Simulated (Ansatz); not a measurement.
Consider SrTiO₃ in the cubic perovskite structure (space group Pm-3m, No. 221; a = 3.8911 Å).

The values are results of PBEsol (Ansatz, a program for electronic structure, PAW, spin-orbit coupling left out), not measurements.

One change was made to it. Results:

```json
[
 {"quantity": "lattice parameter a", "base": "3.891 Å", "after": "3.829 Å"},
 {"quantity": "width of the top valence band", "base": "1.05 eV", "after": "1.10 eV"}
]
```

Q: What was done to the base?
(A) pressure 3 GPa
(B) pressure 10 GPa
(C) pressure 0.7 GPa

A: B, pressure 10 GPa. For comparison, the lattice parameter a in the other runs: pressure 3 GPa gives 3.871 Å; pressure 0.7 GPa gives 3.886 Å.

The levels and masses belong to the bands next to the band gap. Load acts through the strain it causes; cell and atoms are relaxed under it. Whether these cells are dynamically stable was not tested. No other phases were tried under pressure. The final runs are not spin-polarised. Many cubic perovskites are stable only at high temperature; tilts and polar distortions were not tested.
